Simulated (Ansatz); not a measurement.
The parent structure is CaO in the rock salt structure (space group Fm-3m, No. 225).

```
CaO
1.0
    0.00000     2.38356     2.38356
    2.38356     0.00000     2.38356
    2.38356     2.38356     0.00000
Ca O
1 1
Direct
  0.00000   0.00000   0.00000
  0.50000   0.50000   0.50000
```

Cartesian axes are those of the cell as printed.

The values are results of PBEsol (Ansatz, a program for electronic structure), no SOC, not measurements.

Strains are applied to the cell and any free atomic positions relax.

One change was made to it. Results:

```json
[
 {"quantity": "band gap", "base": "3.54 eV", "after": "3.51 eV"},
 {"quantity": "energy relative to the base (free energy F)", "base": "0 meV/atom", "after": "+1.0 meV/atom"}
]
```

What was done to the base?
(A) tensor shear ε_xy = +1.43 %
(B) tensor shear ε_xy = +1.71 %
(C) tensor shear ε_xy = +0.86 %
(D) tensor shear ε_xy = +2.00 %

C, tensor shear ε_xy = +0.86 %. For comparison, the energy relative to the base in the other runs: tensor shear ε_xy = +1.71 % gives +3.8 meV/atom; tensor shear ε_xy = +1.43 % gives +2.7 meV/atom; tensor shear ε_xy = +2.00 % gives +5.2 meV/atom.

Stability against distortions was not tested.
